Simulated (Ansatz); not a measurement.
bcc Ta (0 0 1) on antifluorite Mg2Si (0 0 1) (film strained to the substrate, started from cuts of the bulks and a machine-learned relaxation; slabs Mg12Si5 and Ta12, which can lie off the formulas)

A periodic stack without vacuum, bcc Ta (0 0 1) on antifluorite Mg2Si (0 0 1) (film strained to the substrate, started from cuts of the bulks and a machine-learned relaxation; slabs Mg12Si5 and Ta12, which can lie off the formulas): substrate slab Mg12Si5, film Ta12, surface cells [[1, 0], [1, 1]] and [[-1, 1], [-1, -1]], film strained by -4.1 and -4.1 %, outermost planes Mg/Mg and Ta/Ta as cut, which need not be the usual terminations and can put a slab off its formula.

The start was prepared with a machine-learned potential, and the result is one local minimum, with the in-plane cell held and forces under 0.04 eV/Å; the film can end far from its bulk form.

Method: PBE (plane waves to 420 eV, PAW; Ansatz, an electronic-structure program). Spin–orbit coupling is left out; the runs are not spin-polarised; PBE gaps are too small against experiment. Its k-point mesh 7×7×1, Fermi–Dirac width 0.05 eV.

| Property | Result |
|---|---|
| interface area | 20.2 Å² |
| period | 28.84 Å |
| heights between the nearest atoms of the two slabs at the two interfaces | 2.07 and 2.07 Å |
| Mg–Ta contacts across the interfaces within 1.22 times the sum of covalent radii | 16, mean 3.11 Å |
| hole barrier (PBE) | 0.18 eV |
| electron barrier (PBE) | 0.04 eV |

```yaml
crystal:
  lattice:
    - [4.49948, 0.00001, 0.00107]
    - [0.00000, 4.49944, -0.02854]
    - [0.00742, -2.06285, 28.85067]
  atoms:
    - { symbol: Mg, position: [0.60289, 0.03020, 0.14694] }
    - { symbol: Mg, position: [0.10306, 0.53019, 0.14696] }
    - { symbol: Mg, position: [0.10834, 0.47581, 0.03699] }
    - { symbol: Mg, position: [0.60158, 0.97477, 0.03674] }
    - { symbol: Mg, position: [0.60362, 0.14053, 0.36780] }
    - { symbol: Mg, position: [0.10327, 0.64040, 0.36780] }
    - { symbol: Mg, position: [0.10341, 0.58532, 0.25740] }
    - { symbol: Mg, position: [0.60295, 0.08530, 0.25743] }
    - { symbol: Mg, position: [0.60467, 0.25292, 0.58847] }
    - { symbol: Mg, position: [0.09884, 0.74953, 0.58819] }
    - { symbol: Mg, position: [0.10379, 0.69532, 0.47822] }
    - { symbol: Mg, position: [0.60356, 0.19515, 0.47828] }
    - { symbol: Si, position: [0.10306, 0.05773, 0.20224] }
    - { symbol: Si, position: [0.60353, 0.50281, 0.09187] }
    - { symbol: Si, position: [0.10344, 0.16797, 0.42296] }
    - { symbol: Si, position: [0.60332, 0.61291, 0.31260] }
    - { symbol: Si, position: [0.60323, 0.72280, 0.53337] }
    - { symbol: Ta, position: [0.61068, 0.32125, 0.72181] }
    - { symbol: Ta, position: [0.09671, 0.81368, 0.72213] }
    - { symbol: Ta, position: [0.57213, 0.80345, 0.66027] }
    - { symbol: Ta, position: [0.12675, 0.27425, 0.66464] }
    - { symbol: Ta, position: [0.60723, 0.37931, 0.84345] }
    - { symbol: Ta, position: [0.10040, 0.87788, 0.84419] }
    - { symbol: Ta, position: [0.60076, 0.84839, 0.78166] }
    - { symbol: Ta, position: [0.10614, 0.34706, 0.78089] }
    - { symbol: Ta, position: [0.63855, 0.43493, 0.96480] }
    - { symbol: Ta, position: [0.07697, 0.94054, 0.96055] }
    - { symbol: Ta, position: [0.59549, 0.90754, 0.90335] }
    - { symbol: Ta, position: [0.11164, 0.40913, 0.90299] }
```
